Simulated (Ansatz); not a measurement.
Results of r²SCAN in Ansatz (PAW) for MgO (P3m1, No. 156, 12 atoms in the cell; start mp-775808; a measured phase of this formula has another space group).

Numerical settings: plane-wave cutoff 560 eV, 12×12×4 k mesh (along the axes of the cell as run), Fermi–Dirac smearing 0.01 eV, scalar-relativistic PAW data made under PBE.

Cell (relaxed at this level):

MgO is modelled in the trigonal space group P3m1 (No. 156), Pearson symbol hP12. Lattice parameters: a = 3.256 Å, b = 3.256 Å, c = 15.485 Å, α = 90.00°, β = 90.00°, γ = 120.00°. Mg1 on 1b is coordinated by 4 O at 1.970–1.975 Å (tetrahedral). Mg2 on 1b sees 4 O at 1.974–1.976 Å (tetrahedral). Mg3 on 1c sees 4 O at 1.970–1.974 Å (tetrahedral). Mg4 on 1c is coordinated by 4 O at 1.973–1.995 Å (tetrahedral). Mg5 on 1c has 4 O at 1.973–1.995 Å (tetrahedral). Mg6 on 1a has 4 O at 1.975 Å (tetrahedral). O1 on 1b is coordinated by 4 Mg at 1.970–1.974 Å (tetrahedral). O2 on 1b is surrounded by 4 Mg at 1.973 Å (tetrahedral). 4 further independent sites are not listed. (Neighbours: up to the widest gap in distance over summed covalent radii, below 1.35, at either atom; cation-cation and far metal-metal contacts left out.)

Question: Estimate the band gap that the calculation returns.

Answer: 
- band gap = 4.28 eV (direct)

A start named mp-… is a Materials Project structure, which need not be a measured phase.

Ansatz is an electronic-structure program.
